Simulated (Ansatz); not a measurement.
C (model structure, P6₁22, No. 178, 6 atoms in the cell), treated with HSE06 in Ansatz (PAW).

Settings: plane-wave cutoff 460 eV, 9×9×6 k mesh (along the axes of the cell as run), Fermi–Dirac smearing 0.01 eV, scalar-relativistic PAW data made under PBE.

The cell is the one relaxed with PBEsol. Conventional cell: a = 3.5566 Å, b = 3.5566 Å, c = 3.3575 Å, α = 90.00°, β = 90.00°, γ = 120.00°.

```xyz
6
Lattice="3.5566 0.0000 0.0000 -1.7783 3.0801 0.0000 0.0000 0.0000 3.3575" Properties=species:S:1:pos:R:3 pbc="T T T"
C      0.0000     1.4316     0.8394
C      0.5385     2.3643     1.9586
C     -0.5385     2.3643     3.0777
C      1.7783     1.6485     2.5181
C      1.2398     0.7158     0.2798
C      2.3168     0.7158     1.3990
```

List the 16 lowest band energies at Γ above −25 eV (eV, relative to the valence band maximum), grouping those that round alike.

At Γ: -21.05, -10.96 (×2), -9.90, -9.35 (×2), -4.68, -4.30 (×2), -2.74, -1.66 (×2), 6.91 (×2), 7.89, 12.32.

Note: the run warned that its exchange threshold was loose for the stress; the relaxation could raise the start's symmetry but not lower it, so the cell can be a saddle point; cell and atoms aren't relaxed at this level (largest force component 0.09 eV/Å, pressure -3.2 GPa).

A model structure was made by putting elements into a prototype or built by hand; it is no filed structure, need not be a known phase, and can be a saddle point held by its symmetry.

Ansatz is a program for electronic structure.
